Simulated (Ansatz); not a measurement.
**The (11-23) surface of hcp Os in its 1x1 cell, outermost plane spacing 0.50 Å in the ideal cut**

These are r2SCAN, at the PBE geometry (plane waves to 500 eV, PAW; Ansatz, a quantum-chemistry and plane-wave program) values and carry that method's errors.

Slab: 21 atoms, 10.0 Å thick at the start (thin: gaps and levels are the slab's own); k 9x7x1, smearing 0.1 eV, dipole-corrected; single point; on the structure that PBE left under its start's symmetry; no spin, no spin-orbit, no U.

```
Item                                                                  Value
-----------------------------------  --------------------------------------
surface energy (mean of both faces)                               4.23 J/m²
work function of the top face                                       4.76 eV
cost                                 about 12 core-minutes (a rough figure)
```
